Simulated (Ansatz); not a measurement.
We consider SrHfO3 (P4mm, No. 99, 5 atoms in the cell; start mp-13108; a measured phase of this formula has another space group), described by HSE06+SOC in Ansatz (PAW).

Settings: plane-wave cutoff 460 eV, 6×6×6 k mesh, Fermi–Dirac smearing 0.01 eV, PAW data made under PBE.

Cell (relaxed with PBEsol):

```cif
data_HfO3Sr
_chemical_formula_sum 'Sr1 Hf1 O3'
_space_group_name_H-M_alt 'P 1'
_space_group_IT_number 1
_cell_length_a 4.09889
_cell_length_b 4.09889
_cell_length_c 4.13294
_cell_angle_alpha 90.000
_cell_angle_beta 90.000
_cell_angle_gamma 90.000
loop_
_space_group_symop_operation_xyz
  'x, y, z'
loop_
_atom_site_label
_atom_site_type_symbol
_atom_site_fract_x
_atom_site_fract_y
_atom_site_fract_z
_atom_site_occupancy
Sr1 Sr 0.50000 0.50000 0.53533 1
Hf1 Hf 0.00000 0.00000 0.99762 1
O1 O 0.50000 0.00000 0.96327 1
O2 O 0.00000 0.50000 0.96327 1
O3 O 0.00000 0.00000 0.48451 1
```

Q: Estimate the band gap, smallest direct gap on the k points sampled and Γ–Γ gap that the calculation returns.

A: 
* **band gap**: 5.37 eV (indirect)
* **smallest direct gap on the k points sampled**: 5.58 eV
* **Γ–Γ gap**: 5.58 eV

Note: cell and atoms aren't relaxed at this level (pressure 1.6 GPa).

A start named mp-… is a Materials Project structure, which need not be a measured phase.

Ansatz is a program for electronic structure.
